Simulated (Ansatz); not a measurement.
Reference: SiC (F-43m), PBE with spin-orbit coupling, rigid bands (plane waves, PAW; Ansatz, a first-principles code); geometry: cell and atoms relaxed with PBEsol.

```
CSi
1.0
    0.00000     2.17843     2.17843
    2.17843     0.00000     2.17843
    2.17843     2.17843     0.00000
Si C
1 1
Direct
  0.00000   0.00000   0.00000
  0.25000   0.25000   0.25000
```

| Quantity | Result |
|---|---|
| band gap | 1.36 eV |
| electron conductivity mass | 0.30 mₑ |
| hole conductivity mass | 0.71 mₑ |
| Seebeck coefficient, n-type 1e19 cm⁻³ | -250 μV/K |

Swap Si for Sn, keeping the structure type. How do these values move?

SnC (F-43m): volume per atom 10.3 to 15.9 Å³; band gap falls (1.36 eV to 0.79 eV); electron conductivity mass falls (0.30 mₑ to 0.094 mₑ); hole conductivity mass falls (0.71 mₑ to 0.64 mₑ); Seebeck coefficient, n-type 1e19 cm⁻³ falls in size (-250 μV/K to -62 μV/K).

Moves up to 5 % count as about the same. Masses are for dilute carriers at 300 K, harmonic means over directions unless an axis is named. Seebeck coefficients are for the stated density at 300 K, with one relaxation time for all states and whether or not that doping can be reached.

Computed structure with no diffraction record at hand here (it may be known, metastable or hypothetical): SnC (F-43m).
